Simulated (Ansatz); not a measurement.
SnO (model structure, started from the PtS type, P4₂/mmc, No. 131, 4 atoms in the cell): lattice parameter c by level of theory

No measured value is used here.

| level (code) | value (Å) |
|---|---|
| PBE (Ansatz) | 6.342 |
| PBEsol (Ansatz) | … |
| PBE-D3(BJ) (Ansatz) | 6.338 |

Problem. What belongs in the gaps?

Solution. 
- PBEsol (Ansatz, a first-principles code), value (Å): 6.277

Ansatz's density-functional and Hartree–Fock values are scalar-relativistic unless marked +SOC, with PAW data made under PBE.

A model structure was made by putting elements into a prototype or built by hand; it is no filed structure, need not be a known phase, and can be a saddle point held by its symmetry.
